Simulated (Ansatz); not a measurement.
Base system: ZnSe in the zinc blende structure (space group F-43m, No. 216; a = 5.665 Å). Axes: x, y, z lie along the cube axes.

It is then changed as follows: the symmetric strain tensor [-0.0091 0.0029 -0.0041; 0.0029 -0.0117 0.0212; -0.0041 0.0212 0.0080]; the atoms relax in the strained cell.

Levels (all Ansatz, a program for electronic structure, PAW): r2SCAN (500 eV, scalar-relativistic without spin-orbit coupling); HSE06 (420 eV, no spin-orbit coupling).

The geometry is relaxed with r2SCAN.

```
Quantity           Value
---------------  -------
r2SCAN band gap  1.77 eV
```

Predict the band gap from HSE06.

The band gap goes up by 0.55 eV to 2.32 eV.

Single points use the geometry relaxed with r2SCAN. Stability against distortions was not tested.
